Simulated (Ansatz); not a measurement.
The starting structures come from a database of crystals and need not be the phases stable at ambient conditions.

By PBEsol, the system below comes out a metal.

Without scattering a metal conducts by its projected Fermi surface.

```yaml
crystal:
  lattice:
    - [3.98761, 0.00000, 0.00000]
    - [1.89948, 3.50614, 0.00000]
    - [1.99380, 1.18744, 0.84413]
  atoms:
    - { symbol: Cu, position: [0.00000, 0.00000, 0.00000] }
```

Space group of this cell: C2/m. The cell is strained (lengths along the current scaled by 1.03, ions clamped); by PBEsol its mean pressure is -5.6 GPa.

The current flows along the normal of the first two printed cell vectors. No spin-orbit coupling; the value is a mean over 0.1 eV about the Fermi level.

Q: Predict the ballistic conductance per area from Ansatz (a quantum-chemistry and plane-wave program) with PBEsol.

A: 1.2 × 10¹⁵ S/m² for both spins.
